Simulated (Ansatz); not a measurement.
Take Al2O3 in the corundum structure (space group R-3c, No. 167; a = 4.774 Å, c = 13.015 Å (hexagonal axes)) as the base. Axes: x lies along a and z along c of the hexagonal cell.

The values are results of PBEsol/PAW in Ansatz (an electronic-structure program), no SOC, not measurements.

For the base:

- Electron mass = 0.40 mₑ along c, 0.37 mₑ across (at Γ)
- Band gap = 6.03 eV
- Valence-band top at Γ = 0.00, -0.04, -0.04 eV

Now apply this change: uniaxial strain ε_zz = −1.50 %, all other strain components held at zero; the atoms relax in the strained cell.

Problem. What does the calculation give for the electron mass after the change?

Solution. The electron mass goes from 0.40 mₑ along c, 0.37 mₑ across (at Γ) to 0.42 mₑ along z, 0.37 mₑ across (at Γ).

Problem. How does this affect the band gap?

Solution. The band gap grows by 0.05 eV, from 6.03 eV to 6.08 eV.

Problem. Estimate the effect on the valence-band top at Γ.

Solution. The valence-band top at Γ (three highest levels, from the VBM) changes from 0.00, -0.04, -0.04 eV to 0.00, -0.18, -0.18 eV.

Masses are band curvatures over ±0.01 Å⁻¹ around the edge. No phonon test of stability was made.
